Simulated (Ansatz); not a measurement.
Given:

```
CELL_PARAMETERS angstrom
     -2.93694     5.00625     2.80658
      2.93694    -5.00625     2.80658
      2.93694     5.00625    -2.80658
ATOMIC_POSITIONS crystal
  S  0.88698 0.80391 0.69089
  S  0.38698 0.69609 0.08307
  S  0.61302 0.30391 0.91693
  S  0.11302 0.19609 0.30911
  Si 0.75000 0.75000 0.00000
  Si 0.25000 0.25000 0.00000
```

No spin polarisation.

Computed with Ansatz (a quantum-chemistry and plane-wave program) r2SCAN, no spin-orbit coupling. k-mesh 8×8×8 (Γ-centred); smearing 0.05 eV (Fermi–Dirac).

**Question.** Predict the band gap, gap character and pressure.

**Answer.** The band gap is 3.36 eV and the gap character is indirect, Σ₀–Γ (22 % along) → k = (3/8, 3/8, -3/8) in the run's primitive reciprocal basis. The pressure (mean of the normal stresses, compression positive) comes out as -5.9 kbar.

The cells carry an imposed strain or load. Stability against distortions was not tested. The cell was made from SiS$_{2}$ (space group Ibam, No. 72; made of chains) by this change: isotropic strain +1.22 %. No dispersion term is included, though the crystal is made of layers, chains or molecules, so its spacings can come out too wide.
